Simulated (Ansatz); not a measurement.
# Alloy series in Rh

Take Rh in the fcc (Cu type) structure (space group Fm-3m, No. 225; a = 3.800 Å) as the base.

The other end (x = 1) is Bi in the fcc (Cu type) structure (space group Fm-3m, No. 225; a hypothetical phase, not in the database extracts checked): 31.33 Å³/atom, gap zero; this end may not be an ambient phase.

Bi replaces a fraction x of Rh; each row is one arrangement (x, atoms in the cell, starting space group or random), fully relaxed.

Calculations: r2SCAN, PAW, 500 eV (Ansatz, an electronic-structure program; no SOC).

```csv
Bi fraction x,volume per atom (Å³/atom)
0,13.718
"0.25 (P4/mmm, 4 atoms)",?
"0.333 (P-3m1, 3 atoms)",18.242
"0.5 (C2/m, 4 atoms)",20.117
1,31.334
```

Question: Fit V(x) = (1 − x) V(0) + x V(1) − b x(1 − x) with the ends held (b = 0 is Vegard's rule) to the rows shown and predict the withheld row.

Answer: Least squares on the printed values gives b = 8.05 Å³/atom, against 18.122 Å³/atom from the straight line alone (largest residual 0.446 Å³/atom); this predicts 16.612 Å³/atom, and the run gives 16.595 Å³/atom, 0.017 lower.

Each cell is one ordered arrangement of few atoms, which overstates ordering effects compared with a random alloy. Whether these cells are dynamically stable was not tested. The final runs are not spin-polarised. An odd electron count without spin: BiRh2. Under x(Bi) = 0.25, 4 atoms, P4/mmm, x(Bi) = 0.333, 3 atoms, P-3m1 and x(Bi) = 0.5, 4 atoms, C2/m the cell changed shape so far that it is another structure.
